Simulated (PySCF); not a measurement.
PySCF 2.14.0, WB97X/def2-svp, df: Ti(Br)2(NH2)2 ([NH2][Ti]([NH2])([Br])[Br]), 9 atoms. The geometry is a generated start, not checked to be a minimum at this level.

| Item | Result |
|---|---|
| task | energy |
| method | wb97x |
| basis | def2-svp |
| two-electron scheme | density fitting |
| mol.max_memory | 3000 MB |
| mf.max_cycle | 100 |
| mf.conv_tol | 1e-09 (default) |
| mf.grids.level | 3 (default) |
| basis functions | 143 |
| grid points | 128792 |

```xyz
9

Ti     0.4588     0.0203     0.1856
Br     2.4767    -0.3963    -0.9971
Br     1.0951     0.5140     2.4229
N     -0.3654     1.5118    -0.4839
H     -0.9411     2.1531     0.0659
H     -0.4759     1.7546    -1.4694
N     -0.5367    -1.5164     0.1516
H     -0.2016    -2.3773    -0.2932
H     -1.5100    -1.6639     0.4176
```

Charge 0 and multiplicity 1 are set for this test and not shown to be the ground state.

With the defaults (mf.DIIS = CDIIS, mf.diis = true, newton = off, mf.damp = 0, mf.diis_start_cycle = 1, mf.init_guess = minao, mf.diis_space = 8) it converges in 15 Fock builds. One run each on 2 threads, 1 BLAS thread, with these changes:
- mf.DIIS = EDIIS
- mf.init_guess = 1e
- mf.diis_space = 5
- newton = Hessian by the SCF's own integrals
- mf.diis = false
- mf.damp = 0.3, mf.diis_start_cycle = 4
- mf.init_guess = atom
- mf.init_guess = mod_huckel
- mf.diis = false, mf.damp = 0.7, mf.diis_start_cycle = 999

### Question
Which of these changes keep the SCF from converging, or lead it to another solution?

### Answer
No convergence: mf.DIIS = EDIIS; mf.diis = false (the run ends without SCF convergence in 100 cycles). The rest reach the solution of the defaults.

| setting | Fock builds | end |
|---|---|---|
| the defaults | 15 | same solution |
| mf.diis_space = 5 | 16 | same solution |
| mf.init_guess = atom | 16 | same solution |
| mf.init_guess = 1e | 24 | same solution |
| mf.init_guess = mod_huckel | 29 | same solution |
| mf.damp = 0.3, mf.diis_start_cycle = 4 | 29 | same solution |
| mf.diis = false, mf.damp = 0.7, mf.diis_start_cycle = 999 | 44 | same solution |
| newton = Hessian by the SCF's own integrals | 49 | same solution |
| mf.DIIS = EDIIS | 101 | no convergence |
| mf.diis = false | 101 | no convergence |

Under newton the count holds the products with the orbital Hessian.
